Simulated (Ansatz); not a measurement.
Inside the gap of an insulator the Bloch states are evanescent, with a wavenumber k + iκ along the transport direction.

Consider the following.

```yaml
crystal:
  lattice:
    - [4.57454, 0.00000, 0.00000]
    - [0.00000, 4.57454, 0.00000]
    - [2.28727, -2.28727, 3.23469]
  atoms:
    - { symbol: Te, position: [0.00000, 0.00000, 0.00000] }
    - { symbol: Pb, position: [0.50000, 0.50000, 0.00000] }
```

The cell was relaxed by PBE-D3(BJ); by r2SCAN it stands under a pressure of 1.4 GPa.

Transport runs along the normal of the first two printed cell vectors, the (001) plane of the conventional cell.

No gap correction and no spin-orbit coupling; mid-gap is the computed energy nearest the middle.

Give the band gap and the smallest decay constant κ at mid-gap that r2SCAN (Ansatz, a program for electronic structure) yields.

Gap 1.02 eV on a 10×10×10 mesh; κ = 0.073 1/Å, at (0.500, 0.000) of the in-plane reciprocal vectors. At the zone centre the slowest state has κ = 0.10 1/Å.
